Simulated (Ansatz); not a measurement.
The reference is Ti in the hcp (Mg type) structure (space group P6_3/mmc, No. 194; a = 2.902 Å, c = 4.593 Å; relaxed with 0.1 eV smearing).

Structures relaxed with PBEsol, PAW, 420 eV (Ansatz, a quantum-chemistry and plane-wave program; no SOC).

Base:

Simulated powder pattern, Co Kα, λ = 1.79026 Å (kinematic, ideal powder, no thermal factors, no anomalous dispersion; the 10 strongest lines at most, above 2 %, up to 2θ = 90°):

| 2θ (°) | I/Imax (%) | hkl |
|---|---|---|
| 41.74 | 25 | (100) |
| 45.88 | 25 | (002) |
| 47.91 | 100 | (101) |
| 63.75 | 13 | (102) |
| 76.19 | 15 | (110) |
| 86.41 | 17 | (103) |

After one change:

Simulated powder pattern, Co Kα, λ = 1.79026 Å (kinematic, ideal powder, no thermal factors, no anomalous dispersion; the 10 strongest lines at most, above 2 %, up to 2θ = 90°):

```json
[
 {"2θ (°)": "42.86", "I/Imax (%)": "25"},
 {"2θ (°)": "47.13", "I/Imax (%)": "25"},
 {"2θ (°)": "49.22", "I/Imax (%)": "100"},
 {"2θ (°)": "65.58", "I/Imax (%)": "13"},
 {"2θ (°)": "78.51", "I/Imax (%)": "15"},
 {"2θ (°)": "89.21", "I/Imax (%)": "17"}
]
```

Q: What was done to the base?
(A) isotropic strain −2.50 %
(B) isotropic strain +1.00 %
(C) isotropic strain −1.50 %
(D) isotropic strain +1.50 %

A: A, isotropic strain −2.50 %. Its volume per atom is 15.52 Å³ against 16.74 Å³, and its space group is P6_3/mmc (No. 194).

No phonon test of stability was made. All final runs are without spin polarisation.
